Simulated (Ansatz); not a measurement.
# Electron-phonon data for MgB₂ (P6/mmm)

Given:

```
MgB2
1.0
    3.06608     0.00000     0.00000
   -1.53304     2.65530     0.00000
    0.00000     0.00000     3.48922
Mg B
1 2
Direct
  0.00000   0.00000   0.00000
  0.66667   0.33333   0.50000
  0.33333   0.66667   0.50000
```

Method: PBEsol, DFPT electron-phonon coupling, linearised Boltzmann equation (plane waves, PAW, scalar-relativistic; Ansatz, a first-principles code). How the cell was made: relaxed with this functional, without spin-orbit coupling.

```json
{
 "resistivity at 300 K": "5.9 (x), 5.9 (y), 5.4 (z) μΩ·cm",
 "resistivity at 77 K": "0.064 (x), 0.064 (y), 0.061 (z) μΩ·cm",
 "electron mean free path at 300 K (weighted by the current that each state carries)": "18.8 (x), 18.8 (y), 21 (z) nm",
 "electron-phonon coupling λ": "0.58",
 "transport coupling λ_tr": "0.54 (x), 0.54 (y), 0.39 (z)",
 "logarithmic_mean_phonon_energy": "61 meV",
 "density of states at the Fermi level": "0.34 states/(eV·spin·cell)",
 "drude_plasma_energy": "7.2 (x), 7.2 (y), 6.9 (z) eV",
 "Tc for μ* = 0.10 (anisotropic Eliashberg)": "31 K",
 "Tc for μ* = 0.13 (anisotropic Eliashberg)": "27 K"
}
```

A metal at this level (no band gap). Only scattering by harmonic phonons is included (no impurities, grain boundaries, electron-electron scattering or thermal expansion). Spin-orbit coupling is left out. The self-energy correction of the phonons between q points moved λ by 5 %. The squared frequency of the phonon mode least converged on the k mesh is uncertain by 17 %. Halving the electron mesh (32x32x24) moves the resistivity by up to 3 % at 300 K, the mean free path by up to 3 %, the coupling by up to 1 %, Tc by up to 1 %. Smearing 0.20 eV; phonons on a 5x5x4 q mesh, which this run doesn't test and which matters most at low temperature. Tc comes from the anisotropic Migdal-Eliashberg equations with μ*, a chosen number, referred to 67 meV.
